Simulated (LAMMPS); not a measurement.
LAMMPS 22 Jul 2025, classical MD, Vashishta (SiC.vashishta): SiC, 2744 atoms.

```json
{
 "task": "MD, nve",
 "potential": "Vashishta, SiC.vashishta",
 "copies_of_the_repeat_unit": "7×7×7",
 "shape (slab and sphere leave vacuum in the box)": "bulk",
 "neighbor_skin": "2 Å",
 "neigh_modify": "every 1 delay 0 check yes",
 "newton": "on (default)",
 "atom_modify sort (bins of 2 Å where set)": "1000 (default)",
 "comm_style": "brick (default)",
 "box": "30.5 × 30.5 × 30.5 Å",
 "start": "generated zinc blende lattice, warmed in an untimed run"
}
```

All runs start from one configuration, warmed at this fixed volume for 1000 steps under a thermostat at 1200 K. The run at the shortest step has a mean temperature of 1220 K and a mean pressure of 7.1 GPa.

Each run covers about 2.0 ps at constant energy (mean temperature 1220 K at the shortest step); σ is the standard deviation over the printed steps. Each setting ran once; only counts and results are compared.

Steps tried: 0.5 fs, 1 fs, 2 fs, 2.5 fs, 4 fs, 5 fs, 8 fs, 10 fs, 16 fs, 20 fs, 32 fs.

Problem. Choose the longest time step that keeps σ(total energy)/σ(kinetic energy) under 1 %.

Solution. 1 fs. The run fails or blows up at 5 fs, 8 fs, 10 fs, 16 fs, 20 fs, 32 fs.

```json
[
 {"time step": "0.5 fs", "σ(E total)/σ(E kinetic)": "0.0014", "last minus first total energy (meV/atom)": "−0.0023", "mean temperature (K)": "1220"},
 {"time step": "1 fs", "σ(E total)/σ(E kinetic)": "0.0058", "last minus first total energy (meV/atom)": "−0.011", "mean temperature (K)": "1220"},
 {"time step": "2 fs", "σ(E total)/σ(E kinetic)": "0.024", "last minus first total energy (meV/atom)": "+0.10", "mean temperature (K)": "1210"},
 {"time step": "2.5 fs", "σ(E total)/σ(E kinetic)": "0.037", "last minus first total energy (meV/atom)": "+0.16", "mean temperature (K)": "1200"},
 {"time step": "4 fs", "σ(E total)/σ(E kinetic)": "0.25", "last minus first total energy (meV/atom)": "+2.2", "mean temperature (K)": "1180"},
 {"time step": "5 fs", "σ(E total)/σ(E kinetic)": "stops: Lost atoms", "last minus first total energy (meV/atom)": "—", "mean temperature (K)": "—"},
 {"time step": "8 fs", "σ(E total)/σ(E kinetic)": "stops: Lost atoms", "last minus first total energy (meV/atom)": "—", "mean temperature (K)": "—"},
 {"time step": "10 fs", "σ(E total)/σ(E kinetic)": "stops: Lost atoms", "last minus first total energy (meV/atom)": "—", "mean temperature (K)": "—"},
 {"time step": "16 fs", "σ(E total)/σ(E kinetic)": "stops: Lost atoms", "last minus first total energy (meV/atom)": "—", "mean temperature (K)": "—"},
 {"time step": "20 fs", "σ(E total)/σ(E kinetic)": "stops: Lost atoms", "last minus first total energy (meV/atom)": "—", "mean temperature (K)": "—"},
 {"time step": "32 fs", "σ(E total)/σ(E kinetic)": "stops: Lost atoms", "last minus first total energy (meV/atom)": "—", "mean temperature (K)": "—"}
]
```

The bar is a choice.
